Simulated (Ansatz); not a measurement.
The parent structure is AlAs in the zinc blende structure (space group F-43m, No. 216; a = 5.728 Å).

Method: PBE (Ansatz, an electronic-structure program), spin-orbit coupling left out.

Now apply this change: N takes the place of As on all its sites, then cell and atoms are relaxed.

Measured band gap: AlAs 2.28 eV (static lattice; corrected from measurement; as listed in Wei Chen et al., Physical Review Materials (2018)); AlN 5.34 eV (temperature not stated; as listed in Daiki Deguchi et al., Japanese Journal of Applied Physics (2016)).

**Question.** How well does PBE reproduce the measured shift?

**Answer.** With PBE the band gap moves by +1.81 eV (1.50 → 3.31) against +3.06 eV measured. The two measured values stand on different bases (one corrected, one not), which blurs small differences.

Whether these cells are dynamically stable was not tested. This is not the structure that AlN has at room temperature and ambient pressure.
